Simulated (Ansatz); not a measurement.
**Short convergence ladders for a (001) slab of LaBPd3 (cut from a parent of space group no. 221; 10 atoms in the cell)**

```yaml
crystal:
  lattice:
    - [4.39533, 0.00000, 0.00000]
    - [0.00000, 4.39533, 0.00000]
    - [0.00000, 0.00000, 20.59300]
  atoms:
    - { symbol: La, position: [0.00000, 0.00000, 0.44664] }
    - { symbol: B, position: [0.50000, 0.50000, 0.33992] }
    - { symbol: Pd, position: [0.00000, 0.50000, 0.33992] }
    - { symbol: Pd, position: [0.50000, 0.00000, 0.33992] }
    - { symbol: Pd, position: [0.50000, 0.50000, 0.44664] }
    - { symbol: La, position: [0.00000, 0.00000, 0.66008] }
    - { symbol: B, position: [0.50000, 0.50000, 0.55336] }
    - { symbol: Pd, position: [0.00000, 0.50000, 0.55336] }
    - { symbol: Pd, position: [0.50000, 0.00000, 0.55336] }
    - { symbol: Pd, position: [0.50000, 0.50000, 0.66008] }
```

Base method: PBEsol, default PAW files made with PBE (plane waves; Ansatz, a quantum-chemistry and plane-wave program).

Base settings: basis.ecutwfc = 420 eV; kpoints.mp_grid.grid = 7 7 1; hamiltonian.xc = pbesol; hamiltonian.pseudopotentials = {kind: paw} (the program's default PAW files); scf.occupations.method = fermi_dirac; scf.occupations.width = 0.1 eV.

The count of work is k-points × plane waves × bands × iterations; it is no time. 

**The vacuum with a dipole correction**

In this ladder: efield.axis = 3; efield.dipole_correction = true.

The mesh stays at the base's, so the ladder's end is converged at best in this setting alone.

Only quantities that move along the ladder and can be compared are tabulated.

```tsv
vacuum between outermost atoms (Å)	free energy less the last step's (meV/atom)	largest difference of a force vector from the last step's (eV/Å)
8.0	0.78	0.009
10.0	0.10	0.001
14.0	0.00	0.000
20.0	0.00	0.000
```

Smallest vacuum between outermost atoms (Å) that holds the free energy within 0.5 meV/atom of the last step, with all finer ones: 10.0; the step before is off by 0.78 meV/atom.

Smallest vacuum between outermost atoms (Å) that holds the forces within 0.005 eV/Å of the last step, with all finer ones: 10.0; the step before is off by 0.009 eV/Å.

**The plane-wave cutoff**

The mesh stays at the base's, so the ladder's end is converged at best in this setting alone.

Only quantities that move along the ladder and can be compared are tabulated.

```csv
basis.ecutwfc,free energy less the last step's (meV/atom),largest difference of a force vector from the last step's (eV/Å),count of work / last
210 eV,5139.31,0.528,0.14
250 eV,1198.89,0.150,0.16
295 eV,188.58,0.033,0.21
355 eV,8.82,0.008,0.27
420 eV,1.75,0.002,0.36
505 eV,0.59,0.001,0.46
630 eV,0.29,0.000,0.64
840 eV,0.00,0.000,1.0
```

Coarsest basis.ecutwfc that holds the forces within 0.01 eV/Å of the last step, with all finer ones: 355 eV, at 0.27 of the last step's count of work; the step before is off by 0.033 eV/Å.

Coarsest basis.ecutwfc that holds the free energy within 2 meV/atom of the last step, with all finer ones: 420 eV, at 0.36 of the last step's count of work; the step before is off by 8.8 meV/atom.

On the base run: the starting cell comes from a database of computed structures (which also holds hypothetical and non-ambient phases and stackings), without a prior relaxation at this level. The slab is cut from that crystal, and its faces are unrelaxed. Its lattice was rescaled by up to half a per cent. Spin polarisation is off. In the base run, forces exceed 1 eV/Å.

Left out of this page: 1 run of the series unsound by tests on forces, stress, charge or solver warnings.

Keys are those of Ansatz 0.2.
